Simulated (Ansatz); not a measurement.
**What isotropic strain +1.00 % does to Mg2Sn**

Consider Mg2Sn (space group Fm-3m, No. 225; a = 6.747 Å; relaxed with 0.1 eV smearing).

Modification: an isotropic linear strain of +1.00 %; the atoms relax in the strained cell.

All numbers come from DFT with PBEsol, PAW potentials and a 420 eV plane-wave cutoff in Ansatz (a first-principles code), spin-orbit coupling left out. Γ-centred 15×15×15 mesh, Fermi–Dirac width 0.1 eV.

Volume per atom: 26.37 Å³ (base 25.60 Å³)
Space group: Fm-3m (No. 225) (base Fm-3m (No. 225))
Shortest interatomic distance: 2.951 Å (base 2.922 Å)
Energy relative to the base (free energy F): +3.0 meV/atom
Pressure: -1.2 GPa (base 0.0 GPa)
Band gap: zero (base zero)

No phonon test of stability was made.
